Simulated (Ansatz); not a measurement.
The parent structure is YP in the zinc blende structure (space group F-43m, No. 216; a = 6.290 Å; a hypothetical phase, not in the database extracts checked). Axes: x, y, z lie along the cube axes.

(Cell as relaxed with PBE.)

Levels (all Ansatz, an electronic-structure program, PAW): PBE (420 eV, scalar-relativistic without spin-orbit coupling); r2SCAN (500 eV, no SOC).

Each level relaxes its own structure.

| base | PBE | r2SCAN |
|---|---|---|
| volume per atom | 31.10 Å³ | 31.09 Å³ |
| lattice parameter a | 629.0 pm | 628.9 pm |
| band gap | 1.64 eV | 1.94 eV |

Modification: compressive biaxial strain of 2.47 % in the plane normal to [111], as in epitaxy on a mismatched substrate; the out-of-plane cell vector and the atoms relax.

```csv
quantity,PBE,r2SCAN
energy relative to the base (free energy F),+7.6 meV/atom,___
ratio −ε⊥/ε∥,1.18,___
mean in-plane stress (compression positive),+1.6 GPa,___
```

**Question.** Predict the r2SCAN column.

**Answer.** 
- energy relative to the base (free energy F), r2SCAN: +8.5 meV/atom
- ratio −ε⊥/ε∥, r2SCAN: 1.14
- mean in-plane stress (compression positive), r2SCAN: +1.8 GPa

PBE's energy relative to the base lies 0.9 meV/atom below r2SCAN's; PBE's ratio −ε⊥/ε∥ lies 0.04 above r2SCAN's; PBE's in-plane stress lies 0.2 GPa below r2SCAN's. Neither level is exact; r2SCAN is the comparison here, not a measurement.

Stability against distortions was not tested.
